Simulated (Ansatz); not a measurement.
**hypothetical CsCl type LuN with two functionals**

The parent structure is LuN in the CsCl type structure (space group Pm-3m, No. 221; a = 2.935 Å; a hypothetical phase, not in the database extracts checked).

(Cell as relaxed with PBE.)

Levels (all Ansatz, a program for electronic structure, PAW): PBE (420 eV, no spin-orbit coupling); PBEsol (420 eV, without spin-orbit coupling).

Each level relaxes its own structure.

```tsv
quantity	PBE	PBEsol
volume per atom	12.65 Å³	12.11 Å³
lattice parameter a	2.935 Å	2.894 Å
band gap	zero	zero
```

PBE's volume per atom lies 0.533 Å³ above PBEsol's (4.4 %); PBE's lattice parameter a lies 0.0418 Å above PBEsol's (1.4 %); the two agree on the band gap. Neither level is exact; PBEsol is the comparison here, not a measurement.

Whether these cells are dynamically stable was not tested. The final runs are not spin-polarised. The zero or small gap of LuN can change with the level of theory.
